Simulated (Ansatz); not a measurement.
MgZn2N2 (P-3m1, No. 164; start mp-1245625): band gap by level of theory

No measured value is used here.

```csv
level (code),value (eV)
LDA (Ansatz),[?]
PBE (Ansatz),0.34 (direct)
PBEsol (Ansatz),0.31 (direct)
HSE06 (Ansatz),1.48 (direct)
PBE0 (Ansatz),2.13 (direct)
```

**Question.** Some entries are withheld; supply them.

**Answer.** 
- LDA (Ansatz, a program for electronic structure), value (eV): 0.37 (direct)

Computed values are for a static lattice.  HSE06, PBE0: the gap is read on the k mesh or supercell of the run alone and can be too large. Values are at the PBEsol cell. Cutoffs and k meshes differ between the levels. Ansatz's density-functional and Hartree–Fock values are scalar-relativistic unless marked +SOC, with PAW data made under PBE.

A start named mp-… is a Materials Project structure, which can be a computed phase never made.
